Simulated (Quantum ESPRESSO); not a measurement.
Worked example: self-consistent single point of CoSi2 (I4mm, 3 atoms in the cell) in Quantum ESPRESSO.

Computed with PBEsol, PSlibrary PAW (PBE) pseudopotentials (plane waves; Quantum ESPRESSO).

The change in words: lattice scaled by 0.98; degauss: 0.0073499 Ry → 0.0036749 Ry; K_POINTS: automatic 7 7 7 0 0 0 → automatic 8 8 8 0 0 0. Reference geometry:
```xyz
3
Lattice="0.0000 2.6720 2.6720 2.6720 0.0000 2.6720 2.6720 2.6720 0.0000" Properties=species:S:1:pos:R:3 pbc="T T T"
Co     0.0000     0.0000     0.0500
Si     1.3360     1.3360     1.3360
Si     4.0079     4.0079     4.0079
```

Reference input (self-consistent single point, DFT, PBEsol, plane waves, PSlibrary PAW (PBE) pseudopotentials): ecutwfc = 50 Ry; ecutrho = 300 Ry; occupations = smearing; smearing = fd; degauss = 0.0073499 Ry; input_dft = pbesol; potentials = {Co: Co.pbe-n-kjpaw_psl.1.0.0.UPF, Si: Si.pbe-n-kjpaw_psl.1.0.0.UPF}; K_POINTS = automatic 7 7 7 0 0 0; conv_thr = 1e-10 Ry; mixing_beta = 0.7. This run's input differs from it in these lines:

```diff
@@ -15,3 +15,3 @@
   smearing = 'fd'
-  degauss = 0.0073499
+  degauss = 0.0036749
   input_dft = 'pbesol'
@@ -26,5 +26,5 @@
 CELL_PARAMETERS {angstrom}
-   0.0000000000     2.6719600000     2.6719600000
-   2.6719600000     0.0000000000     2.6719600000
-   2.6719600000     2.6719600000     0.0000000000
+   0.0000000000     2.6185210000     2.6185210000
+   2.6185210000     0.0000000000     2.6185210000
+   2.6185210000     2.6185210000     0.0000000000
 ATOMIC_POSITIONS {crystal}
@@ -34,3 +34,3 @@
 K_POINTS {automatic}
-7 7 7  0 0 0
+8 8 8  0 0 0
```

Output (repeated stretches shortened):

```
     Self-consistent Calculation

     iteration #  1     ecut=    50.00 Ry     beta= 0.70

     total energy              =    -250.73234605 Ry
     estimated scf accuracy    <       0.53545435 Ry

     iteration #  2     ecut=    50.00 Ry     beta= 0.70

     total energy              =    -249.88761325 Ry
     estimated scf accuracy    <      11.98449761 Ry

     iteration #  3     ecut=    50.00 Ry     beta= 0.70

     total energy              =    -251.08664968 Ry
     estimated scf accuracy    <       0.00595239 Ry

   [... 8 blocks of this kind left out ...]

     iteration # 12     ecut=    50.00 Ry     beta= 0.70

     total energy              =    -251.09290198 Ry
     estimated scf accuracy    <          3.3E-10 Ry

     iteration # 13     ecut=    50.00 Ry     beta= 0.70
     End of self-consistent calculation

     the Fermi energy is    12.4187 ev

!    total energy              =    -251.09290198 Ry
     estimated scf accuracy    <          1.3E-11 Ry
     smearing contrib. (-TS)   =      -0.00061088 Ry
     internal energy E=F+TS    =    -251.09229110 Ry

     convergence has been achieved in  13 iterations

     Forces acting on atoms (cartesian axes, Ry/au):

     atom    1 type  1   force =    -0.00000000    0.00000000   -0.02835751
     atom    2 type  2   force =     0.00000000    0.00000000    0.01417876
     atom    3 type  2   force =     0.00000000    0.00000000    0.01417876

     Total force =     0.034731     Total SCF correction =     0.000000

          total   stress  (Ry/bohr**3)                   (kbar)     P=       94.65
   0.00064720  -0.00000000   0.00000000           95.21       -0.00        0.00
  -0.00000000   0.00064720  -0.00000000           -0.00       95.21       -0.00
  -0.00000000   0.00000000   0.00063584           -0.00        0.00       93.54

   JOB DONE.
```

The run converged in 13 iterations. Against the reference run the free energy rises by 22.5 meV/atom, the pressure goes from -3.15 to 9.46 GPa and the largest force goes from 0.603 to 0.729 eV/Å.

The starting cell has typed, rounded lattice constants, without a prior relaxation at this level. Its lattice was rescaled by up to half a per cent. One atom was moved a little off its site on purpose. For this run, on top of that: lattice scaled by 0.98. Spin polarisation is off. With a pressure of about 9 GPa the cell is away from its equilibrium volume at this level.

Cost on one core of a shared machine: roughly 80 s.
